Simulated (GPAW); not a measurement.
Input and output of a relaxation of cell and atoms for AlAs (F-43m, 2 atoms in the cell) (GPAW).

Computed with PBE, GPAW PAW datasets PBE (gpaw-data 1.0.1) (plane waves; GPAW 25.7.0).

```
AlAs
1.0
    0.00000     2.82712     2.82712
    2.82712     0.00000     2.82712
    2.82712     2.82712     0.00000
Al As
1 1
Cartesian
  0.00000   0.00000   0.00000
  4.24067   4.24067   4.24067
```

Reference input (self-consistent single point, DFT PBE, plane waves, GPAW PAW datasets PBE (gpaw-data 1.0.1)): mode = pw; ecut = 600 eV; xc = PBE; kpts = 10 10 10; mesh shift (steps) = 0 0 0; occupations.name = fermi-dirac; occupations.width = 0 eV; nbands = -4; convergence.bands = -2; symmetry.symmorphic = false; symmetry.tolerance = 0.0005; maxiter = 100. This run's input differs from it in these lines:

```diff
@@ -1,2 +1,4 @@
 from ase import Atoms
+from ase.filters import FrechetCellFilter
+from ase.optimize import BFGS
 from ase.units import GPa
@@ -17,3 +19,3 @@
             nbands=-4,
-            convergence={'bands': -2},
+            convergence={'density': 1e-05, 'bands': -2},
             symmetry={'symmorphic': False, 'tolerance': 0.0005},
@@ -23,2 +25,10 @@
 atoms.calc = calc
+
+target = FrechetCellFilter(atoms)
+
+opt = BFGS(target, logfile='-')
+converged = opt.run(fmax=0.02, steps=40)
+print('Relaxation converged:', converged)
+print('Cell:', atoms.cell.cellpar().round(4))
+print(atoms.get_scaled_positions().round(5))
```

The program printed (abridged):

```
     iter     time        total  log10-change:
                         energy   eigst   dens
iter:   1 --:--:--    -9.472419   +0.39
iter:   2 --:--:--    -9.451323   -0.93  -0.81
iter:   3 --:--:--    -9.346591   -1.41  -0.84
iter:   4 --:--:--    -9.349261   -2.44  -1.24
iter:   5 --:--:--    -9.355771   -2.38  -1.32
iter:   6 --:--:--    -9.350200   -3.20  -1.66
iter:   7 --:--:--    -9.350213   -4.13  -2.24
iter:   8 --:--:--    -9.349825c  -4.20  -2.23
iter:   9 --:--:--    -9.349829c  -5.58  -3.32
iter:  10 --:--:--    -9.349829c  -6.76  -3.42
iter:  11 --:--:--    -9.349831c  -6.41  -3.46
iter:  12 --:--:--    -9.349830c  -6.75  -3.62
iter:  13 --:--:--    -9.349830c  -8.35c -4.21
iter:  14 --:--:--    -9.349830c  -9.08c -4.69
iter:  15 --:--:--    -9.349830c  -9.06c -4.79
iter:  16 --:--:--    -9.349830c  -9.61c -4.79
iter:  17 --:--:--    -9.349830c -10.66c -4.96
iter:  18 --:--:--    -9.349830c -10.33c -4.96
iter:  19 --:--:--    -9.349830c -10.84c -5.06c
Converged after 19 iterations.

Dipole moment: (3.273021, 3.273021, 3.273021) |e|*Ang

Energy contributions relative to reference atoms: (reference = -68106.396865)

Kinetic:        +19.879499
Potential:      -17.599580
External:        +0.000000
XC:             -11.614866
Entropy (-ST):   +0.000000
Local:           -0.014883
SIC:             +0.000000
--------------------------
Free energy:     -9.349830
Extrapolated:    -9.349830

Showing only first 2 kpts
 Kpt  Band  Eigenvalues  Occupancy
  0     2      4.33953    2.00000
  0     3      4.33953    2.00000
  0     4      6.43116    0.00000
  0     5      8.63928    0.00000

  1     2      3.99641    2.00000
  1     3      3.99641    2.00000
  1     4      7.48206    0.00000
  1     5      8.19493    0.00000

Fermi level: 5.05282

Gap: 1.427 eV
Transition (v -> c):
   [... lines left out ...]
Direct gap: 2.092 eV
Atomic positions and initial magnetic moments
Free energy:     -9.357496
Fermi level: 4.97549
Gap: 1.444 eV
Direct gap: 2.015 eV
Atomic positions and initial magnetic moments
Free energy:     -9.368930
Fermi level: 4.72405
Gap: 1.497 eV
   [... lines left out ...]
    -0.000000    -0.000679    -0.000000
     0.000000    -0.000000    -0.000679

Forces in eV/Ang:
  0 Al   -0.00000   -0.00000    0.00000
  1 As   -0.00000    0.00000   -0.00000

BFGS:    2 --:--:--       -9.368930        0.015981
Relaxation converged: True
Cell: [ 4.0539  4.0539  4.0539 60.     60.     60.    ]
[[0.   0.   0.  ]
 [0.75 0.75 0.75]]
Energy (eV): -9.36893
Stress (GPa, Voigt): [-0.1087 -0.1087 -0.1087 -0.      0.     -0.    ]
```

The run converged. GPAW prints stress with tension positive. 

Summary of the result:
* **Free energy E − TS (from the program's reference atoms)**: -9.3689 eV
* **Top of the valence band (on the code's own zero)**: 3.98 eV
* **Gap on the k-point mesh**: 1.50 eV
* **Pressure**: 0.11 GPa
* **Final cell**: a = 4.054 Å, b = 4.054 Å, c = 4.054 Å, α = 60.00°, β = 60.00°, γ = 60.00°
* **Final volume per atom**: 23.55 Å³
* **Relaxation steps**: 2

The starting cell comes from a database of computed structures (which also holds hypothetical and non-ambient phases and stackings), without a prior relaxation at this level. Its lattice was rescaled by a random factor within 2.5 % of one. The relaxation keeps the symmetry of its start, so its end need not be a minimum.

Cost on one core of a shared machine: roughly 60 s.
